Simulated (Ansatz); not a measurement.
**MgS (model structure, within 0.1 Å of P4/mmm, No. 123, 4 atoms in the cell)**

The numbers are results of r²SCAN (Ansatz, a first-principles code, PAW), not measurements.

Run with plane-wave cutoff 560 eV, 14×14×12 k mesh (along the axes of the cell as run), Fermi–Dirac smearing 0.05 eV, scalar-relativistic PAW data made under PBE.

Cell (relaxed at this level):

```cif
data_Mg2S2
_chemical_formula_sum 'Mg2 S2'
_space_group_name_H-M_alt 'P 1'
_space_group_IT_number 1
_cell_length_a 4.93216
_cell_length_b 4.93216
_cell_length_c 5.03021
_cell_angle_alpha 90.000
_cell_angle_beta 90.000
_cell_angle_gamma 90.000
loop_
_space_group_symop_operation_xyz
  'x, y, z'
loop_
_atom_site_label
_atom_site_type_symbol
_atom_site_fract_x
_atom_site_fract_y
_atom_site_fract_z
_atom_site_occupancy
Mg1 Mg 0.50000 0.00000 0.99953 1
Mg2 Mg 0.00000 0.50000 0.00047 1
S1 S 0.00000 0.00000 0.00000 1
S2 S 0.50000 0.50000 0.00000 1
```

- band gap: 2.68 eV (on the SCF k mesh)

Note: the cell has widely spaced layers and the level no dispersion term, so their spacing and the moduli can rest on weak binding.

Computed values are for the static lattice.

It cost roughly 11 core-minutes of CPU time.

A model structure was made by putting elements into a prototype or built by hand; it is no filed structure, need not be a known phase, and can be a saddle point held by its symmetry.
